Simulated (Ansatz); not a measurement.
# Response to strain in WS2

Base system: WS2 in the 2H-MoS2 type structure (space group P6_3/mmc, No. 194; a = 3.170 Å, c = 12.492 Å; layered, stacked along the Cartesian z axis). Axes: x lies along a and z along c of the hexagonal cell.

Strains are applied to the cell and any free atomic positions relax; under biaxial strain the out-of-plane vector relaxes too.

Method: r2SCAN+rVV10, PAW, 500 eV (Ansatz, a quantum-chemistry and plane-wave program; spin-orbit coupling left out).

Notes on the quantities. pressure: mean of the normal stresses, compression positive.

| case | band gap | space group | smallest direct gap | pressure | volume per atom |
|---|---|---|---|---|---|
| base | 1.13 eV | P6_3/mmc (No. 194) | 1.90 eV | 0.0 kbar | 18.12 Å³ |
| biaxial strain −4.70 %, plane normal [001], relaxed out of plane | … | P6_3/mmc (No. 194) | … | … | … |
| isotropic strain −1.49 % | 1.07 eV | P6_3/mmc (No. 194) | 2.10 eV | 39.5 kbar | 17.32 Å³ |
| uniaxial strain ε_xx = −1.36 % | 1.14 eV | Cmcm (No. 63) | 1.99 eV | 15.4 kbar | 17.87 Å³ |
| uniaxial strain ε_zz = +0.53 % | 1.16 eV | P6_3/mmc (No. 194) | 1.90 eV | -1.1 kbar | 18.21 Å³ |
| tensor shear ε_xz = −0.29 % | 1.13 eV | C2/c (No. 15) | 1.90 eV | 0.0 kbar | 18.12 Å³ |
| tensor shear ε_xz = +1.96 % | 1.13 eV | C2/c (No. 15) | 1.90 eV | 0.8 kbar | 18.11 Å³ |
| tensor shear ε_yz = +0.32 % | 1.13 eV | C2/m (No. 12) | 1.90 eV | 0.0 kbar | 18.12 Å³ |

**Question.** What belongs in the blanks?

**Answer.** 
- biaxial strain −4.70 %, plane normal [001], relaxed out of plane, band gap: 1.37 eV
- biaxial strain −4.70 %, plane normal [001], relaxed out of plane, smallest direct gap: 2.34 eV
- biaxial strain −4.70 %, plane normal [001], relaxed out of plane, pressure: 115.8 kbar
- biaxial strain −4.70 %, plane normal [001], relaxed out of plane, volume per atom: 16.80 Å³

With W present, leaving out spin-orbit coupling can change the band edges. Stability against distortions was not tested.
